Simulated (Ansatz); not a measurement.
## Response to strain in ZrO2

Start from ZrO₂ (space group P2_1/c, No. 14).

```xyz
12
Lattice="5.1893 0.0000 0.0000 0.0000 5.2418 0.0000 -0.9034 0.0000 5.3026" Properties=species:S:1:pos:R:3 pbc="T T T"
Zr     1.2409     0.2298     1.1144
Zr     3.4967     2.8507     1.5369
Zr     3.0450     5.0120     4.1882
Zr     0.7892     2.3911     3.7657
O      0.0203     1.7095     1.8571
O      4.7173     4.3304     0.7943
O      4.2656     3.5323     3.4456
O     -0.4314     0.9114     4.5084
O      1.9114     3.9667     2.5202
O      2.8261     1.3458     0.1311
O      2.3744     1.2751     2.7824
O      1.4597     3.8960     5.1715
```

Cartesian axes are those of the cell as printed.

Strains are applied to the cell and any free atomic positions relax; under biaxial strain the out-of-plane vector relaxes too.

The values are results of PBE (Ansatz, an electronic-structure program, PAW, scalar-relativistic without spin-orbit coupling), earlier PAW set, not measurements.

Candidates:
(a) isotropic strain −2.29 %
(b) biaxial strain −2.43 %, plane normal [001], relaxed out of plane
(c) biaxial strain +0.44 %, plane normal [001], relaxed out of plane

Notes on the quantities. energy relative to the base: free energy F.

### Question
Order them by energy relative to the base, highest first.

### Answer
(a) isotropic strain −2.29 % (+35 meV/atom), (b) biaxial strain −2.43 %, plane normal [001], relaxed out of plane (+16 meV/atom), (c) biaxial strain +0.44 %, plane normal [001], relaxed out of plane (+0.5 meV/atom)

Whether these cells are dynamically stable was not tested.
